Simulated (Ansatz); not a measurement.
**A computed series for ZnSe: pressure series**

The parent structure is ZnSe in the zinc blende structure (space group F-43m, No. 216).

```
ZnSe
1.0
    0.00000     2.86650     2.86650
    2.86650     0.00000     2.86650
    2.86650     2.86650     0.00000
Se Zn
1 1
Direct
  0.75000   0.75000   0.75000
  0.00000   0.00000   0.00000
```

Cell and atoms are relaxed at each pressure.

Computed with DFT with PBE, PAW potentials and a 420 eV plane-wave cutoff in Ansatz (a quantum-chemistry and plane-wave program), without spin-orbit coupling.

```tsv
pressure (GPa)	band gap (eV)
-2	1.01
-1	?
0	1.15
0.3	1.17
0.7	1.20
1.5	1.25
3	1.34
5	1.45
10	1.69
```

Task: Fit E_g = E₀ + αP + βP² to the rows shown and predict the withheld row.

Result: Least squares on the printed values gives E₀ = 1.15 eV, α = 67.0 meV/GPa, β = -1.3 meV/GPa² (largest residual 0.00 eV); this predicts 1.08 eV, and the run gives 1.08 eV, in agreement.

Load acts through the strain it causes; cell and atoms are relaxed under it. Stability against distortions was not tested. Tetrahedral semiconductors of this kind turn to denser phases somewhere between about 1 and 50 GPa; those were not computed, so compressed cells here can lie past the real transition.
